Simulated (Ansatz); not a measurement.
# Defect calculation: K interstitial in silicon

Computed with PBE, PAW (plane waves to 420 eV; Ansatz, an electronic-structure program). Cell: 64 sites, 2×2×2 repeats of a cell of 8 atoms; final energies on a 2×2×2 shifted mesh. Site at the start: void with 4Si nearest. Finite-size correction: monopole term and site-potential alignment. Dielectric constants: PBE linear response of the host. Host gap at this level: 0.61 eV. Finite-size and sampling errors can reach tenths of an eV here. Levels are measured in PBE's own, too narrow, gap. Spin–orbit coupling is left out. Each state is the lowest found from its start.

Formation energies E_f are given with the Fermi level at the valence-band maximum. Chemical conditions: host crystal and elements as references (Δμ(K) = 0.00 eV; K taken from its element, since no compound that bounds it was computed at this level; only phases computed here count, gases as isolated molecules at 0 K). Reference phases: K: bcc K.

The name describes the start; the neighbours show where the atoms ended.

Charges with a result: +1, 0. Others weren't obtained, and one of them could lie lower, also by skipping a charge.

```json
[
 {"charge": "+1", "moment (μB)": "not spin-polarised", "point group": "Td", "largest move off a lattice site (Å)": "0.22", "neighbours of the last K atom of the defect at the end (Å)": "Si 2.59, Si 2.59, Si 2.59, Si 2.59", "image correction with alignment (eV)": "0.33", "E_f, host crystal and elements as references (eV)": "3.87"},
 {"charge": "0†", "moment (μB)": "fractional", "point group": "–", "largest move off a lattice site (Å)": "0.22", "neighbours of the last K atom of the defect at the end (Å)": "Si 2.59, Si 2.59, Si 2.59, Si 2.59", "image correction with alignment (eV)": "0.00", "E_f, host crystal and elements as references (eV)": "4.55"}
]
```

† Not settled in this cell, so no level is given: charge 0: fractional moment, a level filled in part, carriers not clearly localised, level within 0.1 eV of a band edge or past it.

Point groups are those of the whole cell at tolerances of 0.03 and 0.1 Å ("near" where only the looser one holds); none is given for unsettled states.
